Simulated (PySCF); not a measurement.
PySCF 2.14.0, R2SCAN/def2-svpd, df: Si(Cl)2(GeH3)(OH) (O[Si](Cl)(Cl)[GeH3]), 9 atoms. The geometry is a generated start, not checked to be a minimum at this level.

```json
{
  "task": "energy",
  "method": "r2scan",
  "basis": "def2-svpd",
  "two_electron_scheme": "density fitting",
  "mol.max_memory": "3000 MB",
  "mf.max_cycle": "100",
  "mf.init_guess": "minao (default)",
  "mf.DIIS": "CDIIS (default)",
  "mf.diis_space": "8 (default)",
  "mf.conv_tol": "1e-09 (default)",
  "mf.grids.level": "3 (default)",
  "basis_functions": "171",
  "grid_points": "130896"
}
```

```xyz
9

O      1.6324    -0.1088     1.2237
Si     0.9552    -0.0322    -0.2469
Cl     1.7375    -1.6090    -1.1919
Cl     1.5071     1.7005    -1.1378
Ge    -1.3665    -0.1062    -0.1693
H      1.4148     0.4942     1.9336
H     -1.9283     0.7424     0.9307
H     -2.0255     0.3882    -1.4133
H     -1.9266    -1.4690     0.0711
```

One run each on 2 threads, 1 BLAS thread. Values of level_shift (Hartree) tried: 0 (default), 0.1, 0.3, 1.

### Question
How does the count of Fock builds change with level_shift (Hartree), and where is it least?

### Answer
Fewest Fock builds, within one of each other: 0 (default) with 13, 0.1 with 12. The count rises to 32 at 1. All converge to one solution.

```
level_shift (Hartree)  Fock builds            end
---------------------  -----------  -------------
0 (default)                     13  same solution
0.1                             12  same solution
0.3                             15  same solution
1                               32  same solution
```
